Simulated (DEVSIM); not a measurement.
Structure: Pd/SiON/p-GaSb capacitor, at 300 K.

```tsv
layer (left to right)	material	thickness (nm)	Na (cm⁻³)
1	SiON	2.10	-
2	GaSb	5500	1.2e16
```

Metal gate on the left, work function 5.2 eV. Fixed charge at the semiconductor interface -6.8e11 cm⁻² (in units of +e); interface traps 1e11 cm⁻² eV⁻¹, uniform in energy, neutral level at 0.7 of the gap above the valence band.

Constants are typed, rounded textbook-type inputs, not results; the design itself was drawn at random and stands for no fabricated device. Values at 300 K.

```csv
parameter,SiON,GaSb
gap (eV),7,0.726
affinity (eV),1.4,4.06
permittivity,5.5,15.7
Nc (cm⁻³),-,2.1e17
Nv (cm⁻³),-,1.8e19
```

Model (solved in DEVSIM): 1D Poisson equation in equilibrium, Boltzmann statistics, complete ionisation; no quantum confinement or tunnelling. Metal contacts follow the ideal Schottky-Mott rule: no Fermi-level pinning, no interface dipoles.

**Question.** Tabulate band edges, carrier densities and field at 0.9 V on the gate.

**Answer.** Energies count from the Fermi level of the right contact; mesh points crowd at the junctions.

```tsv
x (μm)	Ec (eV)	Ev (eV)	n (cm⁻³)	p (cm⁻³)	field (V/cm)
0.000	2.900	-4.100	< 1e2	< 1e2	290000
0.0008718	2.925	-4.075	< 1e2	< 1e2	290000
0.001631	2.947	-4.053	< 1e2	< 1e2	290000
0.002568	0.302	-0.424	1.8e12	1.4e12	24000
0.005441	0.309	-0.417	1.4e12	1.8e12	24000
0.01043	0.320	-0.406	8.7e11	2.8e12	23000
0.02162	0.345	-0.381	3.3e11	7.2e12	21000
0.05810	0.414	-0.312	2.3e10	1.0e14	16000
0.1214	0.491	-0.235	1.2e9	2.1e15	8200
0.2636	0.535	-0.191	2.2e8	1.1e16	520
0.5545	0.537	-0.189	2.0e8	1.2e16	≈ 0
1.531	0.537	-0.189	2.0e8	1.2e16	≈ 0
3.181	0.537	-0.189	2.0e8	1.2e16	≈ 0
4.401	0.537	-0.189	2.0e8	1.2e16	≈ 0
5.105	0.537	-0.189	2.0e8	1.2e16	≈ 0
5.320	0.537	-0.189	2.0e8	1.2e16	≈ 0
5.417	0.537	-0.189	2.0e8	1.2e16	≈ 0
5.463	0.537	-0.189	2.0e8	1.2e16	≈ 0
5.489	0.537	-0.189	2.0e8	1.2e16	≈ 0
5.496	0.537	-0.189	2.0e8	1.2e16	≈ 0
5.500	0.537	-0.189	2.0e8	1.2e16	≈ 0
5.502	0.537	-0.189	2.0e8	1.2e16	≈ 0
```
